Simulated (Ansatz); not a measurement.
A self-consistent single point of a (101) slab of Sr(NiAs)2 (cut from a parent of space group no. 139; 20 atoms in the cell) with Ansatz (a quantum-chemistry and plane-wave program).

Method of the run: BLYP, default PAW files made with PBE (plane waves; Ansatz).

```
CELL_PARAMETERS angstrom
      4.07326     0.00000     0.00000
      0.00000    11.72169     0.00000
      0.00000     0.00000    18.52910
ATOMIC_POSITIONS crystal
  Sr 0.00000 0.03145 0.39693
  Sr 0.50000 0.53145 0.39693
  Sr 0.00000 0.91069 0.60307
  Sr 0.50000 0.41069 0.60307
  Ni 0.50000 0.25126 0.44847
  Ni 0.00000 0.31163 0.34540
  Ni 0.00000 0.75126 0.44847
  Ni 0.50000 0.81163 0.34540
  Ni 0.50000 0.13050 0.65460
  Ni 0.00000 0.19088 0.55153
  Ni 0.00000 0.63050 0.65460
  Ni 0.50000 0.69088 0.55153
  As 0.50000 0.21955 0.32382
  As 0.00000 0.34334 0.47006
  As 0.00000 0.71955 0.32382
  As 0.50000 0.84334 0.47006
  As 0.50000 0.09880 0.52994
  As 0.00000 0.22259 0.67619
  As 0.00000 0.59880 0.52994
  As 0.50000 0.72259 0.67619
```

Reference input (self-consistent single point, DFT, PBEsol, plane waves, default PAW files made with PBE): basis.ecutwfc = 420 eV; kpoints.mp_grid.grid = 5 2 1; hamiltonian.xc = pbesol; hamiltonian.pseudopotentials = {kind: paw} (the program's default PAW files); scf.occupations.method = cold; scf.occupations.width = 0.2 eV. This run's input differs from it in these lines:

Ansatz 0.2 input:
```diff
@@ -31,3 +31,3 @@
 hamiltonian:
-  xc: pbesol
+  xc: blyp
   pseudopotentials: { kind: paw }
```

The program printed (abridged):

```
SCF iter   1: F=—  HF=-99955.865128 eV  |F-HF|=—  |Δ(HF+E_count)|=         —  Δρ=1.09e-2  dr2=1.55e0  ethr=1.77e-3  ⟨swp⟩=13.0  Hψ=5963  notcnv=0
all-band conjugate gradients solve this SCF's bands
preconditioner: auto → LDOS
SCF iter   2: F=—  HF=-99955.725756 eV  |F-HF|=—  |Δ(HF+E_count)|=   1.39e-1  S|Δr|=    0.00e0  Δρ=7.28e-3  dr2=2.90e-1  ethr=5.10e-4  ⟨swp⟩=2.0  Hψ=1680  notcnv=0  defer=123
   [... lines left out ...]
SCF iter   8: F=—  HF=-99955.694620 eV  |F-HF|=—  |Δ(HF+E_count)|=   2.06e-4  S|Δr|=    0.00e0  Δρ=7.33e-6  dr2=5.98e-7  ethr=2.23e-9  ⟨swp⟩=3.0  Hψ=2026  notcnv=0  defer=107
SCF iter   9: F=—  HF=-99955.694627 eV  |F-HF|=—  |Δ(HF+E_count)|=   7.64e-6  S|Δr|=    0.00e0  Δρ=4.66e-6  dr2=1.53e-7  ethr=3.29e-11  ⟨swp⟩=15.7  Hψ=6605  notcnv=0
SCF iter  10: F=-99955.694628 eV  HF=-99955.694628 eV  |F-HF|=4.62e-8  |Δ(HF+E_count)|=   3.70e-7  S|Δr|=    0.00e0  Δρ=1.81e-6  dr2=2.43e-8  ethr=3.29e-11  ⟨swp⟩=5.5  Hψ=4049  notcnv=0
SCF 1 converged in 10 iterations: F = -99955.694628 eV  dr2 = 2.43e-8
Stability not checked (fill_not_monotonic)
Free energy (F): -99955.694628 eV
Internal energy: -99955.565154 eV  (E = F + TS)
E sigma→0 (E₀):  -99955.651470 eV
Entropy (-TS):   -0.129474 eV (-6.474 meV/atom)
Fermi energy:    2.990058 eV
--- Forces (eV/Å), atoms counted from 1 ---
  atom   1  Sr    -0.00000000     0.15787327    -0.70887168
  atom   2  Sr    -0.00000000     0.15787327    -0.70887168
  atom   3  Sr     0.00000000    -0.15787327     0.70887168
  atom   4  Sr     0.00000000    -0.15787327     0.70887168
   [... lines left out ...]
  atom  20  As     0.00000000    -0.22492464     0.69787349
--- Stress (GPa, compression-positive) ---
        1.211743      -0.000000      -0.000000
       -0.000000       0.446127       0.242754
       -0.000000       0.242754       1.832669
  P = ⅓ Tr σ = 1.1635 GPa (11.635 kbar)
  The stress holds the Pulay correction. Without it, at fixed plane waves, as pw.x and ABINIT print it: P = 1.1499 GPa
```

The run converged in 10 iterations. Against the reference run the largest force goes from 1.413 to 0.784 eV/Å.

The starting cell comes from a database of computed structures (which also holds hypothetical and non-ambient phases and stackings), without a prior relaxation at this level. The slab is cut from that crystal, and its faces are unrelaxed. Spin polarisation is off, so a magnetic state, if there is one, cannot be reached.

Cost on one core of a shared machine: roughly 50 s.
